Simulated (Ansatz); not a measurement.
This Ansatz (a program for electronic structure) input is the reference run, MgSe in the rock salt structure (space group Fm-3m, No. 225), computed with LDA (Ansatz, PAW, no SOC):

Ansatz 0.2 input:
```yaml
crystal:
  lattice:
    - [0, 2.6956496778, 2.6956496778]
    - [2.6956496778, 0, 2.6956496778]
    - [2.6956496778, 2.6956496778, 0]
  atoms:
    - { symbol: Mg, position: [0, 0, 0] }
    - { symbol: Se, position: [0.5, 0.5, 0.5] }
basis: { ecutwfc: 420, ecutrho_ratio: 4, xc_grid: 2, fft_grid_basis: typed }
kpoints: { mp_grid: { grid: [11, 11, 11] } }
hamiltonian:
  xc: lda
  dispersion: none
  pseudopotentials: { kind: paw }
scf: { occupations: { method: fermi_dirac, width: 0.05 }, convergence: { dr2_threshold: 0.0000000002 } }
output: { forces: true, stress: true }
checkpoint: { write: state.ck, write_every: 1000 }
```

Problem. Write the input for this change: every lattice vector is shortened by 1.50 %, atoms relaxed at fixed cell.

Solution. 
Ansatz 0.2 input:
```yaml
crystal:
  lattice:
    - [0, 2.6552149326, 2.6552149326]
    - [2.6552149326, 0, 2.6552149326]
    - [2.6552149326, 2.6552149326, 0]
  atoms:
    - { symbol: Mg, position: [0, 0, 0] }
    - { symbol: Se, position: [0.5, 0.5, 0.5] }
basis: { ecutwfc: 420, ecutrho_ratio: 4, xc_grid: 2, fft_grid_basis: typed }
kpoints: { mp_grid: { grid: [11, 11, 11] } }
hamiltonian:
  xc: lda
  dispersion: none
  pseudopotentials: { kind: paw }
scf: { occupations: { method: fermi_dirac, width: 0.05 }, convergence: { dr2_threshold: 0.0000000002 } }
relax: { f_tol: 0.005, max_steps: 50 }
output: { forces: true, stress: true }
checkpoint: { write: state.ck, write_every: 1000 }
```
This is the input that was run.

The cells carry an imposed strain or load. Whether these cells are dynamically stable was not tested.
